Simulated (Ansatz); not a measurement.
We consider Al2O3 (Cmc2₁, No. 36, 10 atoms in the cell; start mp-754401; a measured phase of this formula has another space group), described by r²SCAN (Ansatz, a program for electronic structure, plane waves, PAW).

Numerical settings: plane-wave cutoff 560 eV, 8×8×8 k mesh, Fermi–Dirac smearing 0.01 eV, scalar-relativistic PAW data made under PBE.

Cell (relaxed at this level):

```cif
data_Al4O6
_chemical_formula_sum 'Al4 O6'
_space_group_name_H-M_alt 'P 1'
_space_group_IT_number 1
_cell_length_a 5.56433
_cell_length_b 5.56433
_cell_length_c 4.92951
_cell_angle_alpha 90.000
_cell_angle_beta 90.000
_cell_angle_gamma 59.364
loop_
_space_group_symop_operation_xyz
  'x, y, z'
loop_
_atom_site_label
_atom_site_type_symbol
_atom_site_fract_x
_atom_site_fract_y
_atom_site_fract_z
_atom_site_occupancy
Al1 Al 0.99255 0.67128 0.43172 1
Al2 Al 0.00745 0.32872 0.93172 1
Al3 Al 0.32872 0.00745 0.43172 1
Al4 Al 0.67128 0.99255 0.93172 1
O1 O 0.78089 0.21911 0.98913 1
O2 O 0.21911 0.78089 0.48913 1
O3 O 0.89874 0.65906 0.08757 1
O4 O 0.10126 0.34094 0.58757 1
O5 O 0.34094 0.10126 0.08757 1
O6 O 0.65906 0.89874 0.58757 1
```

Estimate the band gap that the calculation returns.


- band gap = 4.97 eV (on the SCF k mesh)

Note: the relaxation could not lower the start's symmetry, so the cell can be a saddle point above a distorted one.

The computed numbers hold no vibrational or temperature effects.

A start named mp-… is a Materials Project structure, which need not be a measured phase.
